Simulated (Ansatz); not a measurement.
WO3 (P6/mmm, No. 191, 12 atoms in the cell; start mp-545665; a measured phase of this formula has another space group), treated with PBEsol (Ansatz, a quantum-chemistry and plane-wave program, plane waves, PAW).

Run with plane-wave cutoff 500 eV, 6×6×10 k mesh (along the axes of the cell as run), gaussian smearing 0.02 eV, no spin polarisation, scalar-relativistic PAW data made under PBE.

Cell (relaxed at this level):

Space group P6/mmm (No. 191); a = b = 7.390 Å, c = 3.800 Å, α = β = 90.00°, γ = 120.00°

```json
[
 {"atom": "W", "site": "3f", "symmetry": "mmm", "x": "0.0000", "y": "0.5000", "z": "0.0000"},
 {"atom": "O", "site": "6l", "symmetry": "mm2", "x": "0.2146", "y": "0.4292", "z": "0.0000"},
 {"atom": "O", "site": "3g", "symmetry": "mmm", "x": "0.5000", "y": "0.5000", "z": "0.5000"}
]
```

### Question
What does this level give for the band gap?

### Answer

- band gap: 0.62 eV (on the SCF k mesh)

Note: the relaxation could not lower the start's symmetry, so the cell can be a saddle point above a distorted one.

Spin–orbit coupling is not included.

Computed values are for the static lattice.

A start named mp-… is a Materials Project structure, which need not be a measured phase.
